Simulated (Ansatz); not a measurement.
This concerns the formation energy of AlV2C (P6₃/mmc) from the elements. Reaction: C (graphite) + Al (fcc) + 2 V (bcc) → AlV2C (P6₃/mmc). A negative value means that the right-hand side lies lower. The value is per atom of the solid.

AlV2C (P6₃/mmc), 8 atoms in the cell; this is a cell whose start was taken from, or built on, an entry of a structure database, and that this text hasn't matched to a measured one; spin state with PBE: no moments, k-point mesh 18×18×4 on the run's own vectors.
```
AlV2C
1.0
    2.86983     0.00000     0.00000
   -1.43491     2.48535     0.00000
    0.00000     0.00000    12.99058
Al V C
2 4 2
Cartesian
  0.00000   1.65690   3.24765
  1.43491   0.82845   9.74294
  0.00000   1.65690   7.61681
  1.43491   0.82845   5.37377
  1.43491   0.82845   1.12152
  0.00000   1.65690  11.86907
  0.00000   0.00000   0.00000
  0.00000   0.00000   6.49529
```

C (graphite, P6₃/mmc), 4 atoms in the cell, k-point mesh 18×18×6 on the run's own vectors. Conventional cell: a = b = 2.4650 Å, c = 6.7411 Å, α = β = 90.00°, γ = 120.00°.

Al (fcc, Fm-3m), 1 atom in the cell, k-point mesh 26×26×26 on the run's own vectors. Conventional cell: a = b = c = 3.983 Å, α = β = γ = 90.00°.

V (bcc, Im-3m), 1 atom in the cell; spin state with PBE: no moments, k-point mesh 28×28×28 on the run's own vectors. Conventional cell: a = 2.953 Å, b = 2.953 Å, c = 2.953 Å, α = 90.00°, β = 90.00°, γ = 90.00°.

Computed with Ansatz (plane waves, PAW), its PAW set soft_1, cutoff 420 eV, 500 eV for r2SCAN. The structures are at rest with PBE+D3(BJ); other levels are single points on them. Neutral cells; Fermi-Dirac smearing of at most 0.10 eV in the solids, energies taken to zero width. The lattices are those relaxed with PBE+D3(BJ), so at other levels the solids can be strained, which adds to the spread. A dispersion term (D3(BJ), or D4 for r2SCAN) was computed beside these levels and is taken off wherever the name lacks it. Space groups of crystals are read within 0.01 Å. Nuclei at rest; no vibrational terms. The structures are the rest points that the relaxations reached, not proven lowest.

Problem. What is the computed value (r2SCAN+D4)?

Solution. -0.61 eV/atom, for C (graphite) + Al (fcc) + 2 V (bcc) → AlV2C (P6₃/mmc).

Problem. List the value at the remaining levels and say how far they part.

Solution. 
```tsv
Method	value (eV/atom)	less r2SCAN+D4
PBE	-0.53	0.08
r2SCAN	-0.59	0.02
```

The levels shown span 0.08 eV/atom, from r2SCAN+D4 (-0.61) to PBE (-0.53).

Ansatz is an electronic-structure program.
